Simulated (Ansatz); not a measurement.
## ScBeNO (model structure, started from the LaZnOP type, P4/nmm, No. 129, 8 atoms in the cell): lattice parameter a by level of theory

No measured value is used here.

| level (code) | value (Å) |
|---|---|
| LDA (Ansatz) | 3.287 |
| PBE (Ansatz) | 3.356 |
| PBEsol (Ansatz) | 3.322 |
| r²SCAN (Ansatz) | 3.329 |

Cutoffs differ between the levels. Ansatz's density-functional and Hartree–Fock values are scalar-relativistic unless marked +SOC, with PAW data made under PBE.

A model structure was made by putting elements into a prototype or built by hand; it is no filed structure, need not be a known phase, and can be a saddle point held by its symmetry.

Ansatz is a quantum-chemistry and plane-wave program.
